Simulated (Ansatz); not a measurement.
Consider C in the diamond structure (space group Fd-3m, No. 227; a = 3.554 Å). Axes: x, y, z lie along the cube axes.

Computed with PBEsol in Ansatz (plane waves to 420 eV, PAW, spin-orbit coupling left out).

Strains are applied to the cell and any free atomic positions relax; under stress the whole cell relaxes.

One change was made to it. Results:

```json
[
 {"quantity": "valence-band top at Γ (three highest levels, from the VBM)", "base": "0.00, 0.00, 0.00 eV", "after": "0.00, 0.00, -0.13 eV"},
 {"quantity": "shortest interatomic distance", "base": "1.539 Å", "after": "1.542 Å"},
 {"quantity": "smallest direct gap", "base": "5.57 eV", "after": "5.48 eV"},
 {"quantity": "valley order (the lowest conduction-band minima on the path, energy above the VBM, named in the base's zone)", "base": "a point along ⟨100⟩, about 1.3 Å⁻¹ from Γ 4.03 eV", "after": "a point along [010], about 1.3 Å⁻¹ from Γ 3.91 eV; a point along [100], about 1.3 Å⁻¹ from Γ 4.12 eV"}
]
```

**Question.** Name the change that was made.
A) strain tensor (xx, yy, zz, yz, xz, xy) = (+1.41, −1.82, −0.11, −0.09, +0.87, −0.05) %
B) strain tensor (xx, yy, zz, yz, xz, xy) = (+1.30, −0.58, +1.39, −0.64, −0.64, +0.30) %
C) uniaxial stress, 8 GPa tension along x

**Answer.** C, uniaxial stress, 8 GPa tension along x. For comparison, the valley order in the other runs: strain tensor (xx, yy, zz, yz, xz, xy) = (+1.41, −1.82, −0.11, −0.09, +0.87, −0.05) % gives a point along [010], about 1.3 Å⁻¹ from Γ 3.37 eV; a point along [001], about 1.3 Å⁻¹ from Γ 3.83 eV; a point along [100], about 1.2 Å⁻¹ from Γ 4.19 eV; strain tensor (xx, yy, zz, yz, xz, xy) = (+1.30, −0.58, +1.39, −0.64, −0.64, +0.30) % gives a point along [010], about 1.3 Å⁻¹ from Γ 3.49 eV; a point along [100], about 1.2 Å⁻¹ from Γ 3.94 eV; a point along [001], about 1.3 Å⁻¹ from Γ 3.96 eV; Γ 4.99 eV.

Gaps are Kohn–Sham eigenvalue differences; semilocal functionals usually give less than the measured gap. Stability under load was not tested beyond the relaxation.

Ansatz is a first-principles code.
